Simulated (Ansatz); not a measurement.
# Sc: 2 layers

The reference is Sc in the hcp (Mg type) structure (space group P6_3/mmc, No. 194; a = 3.329 Å, c = 5.192 Å). Axes: x lies along a and z along c of the hexagonal cell.

One thing is altered: a free-standing slab of 2 layers (2 atoms, 1 a layer) is cut normal to the z axis, with 15 Å of vacuum and the in-plane cell held at bulk.

Calculations: Ansatz (a quantum-chemistry and plane-wave program) r2SCAN, no SOC. Γ-centred 16×16×1 mesh, Fermi–Dirac width 0.05 eV, for the changed cell.

The layer's space group (with vacuum) amounts to P-3m1 (No. 164) and the band gap is still zero. The excess energy per area of both faces (slab less bulk energy over the cell's area: twice a surface energy) is 2.59 J/m² (uncertain by up to 0.03 J/m²).

Slab and bulk use different k-meshes, which limits the precision of the excess energy. Whether these cells are dynamically stable was not tested. The final runs are not spin-polarised.
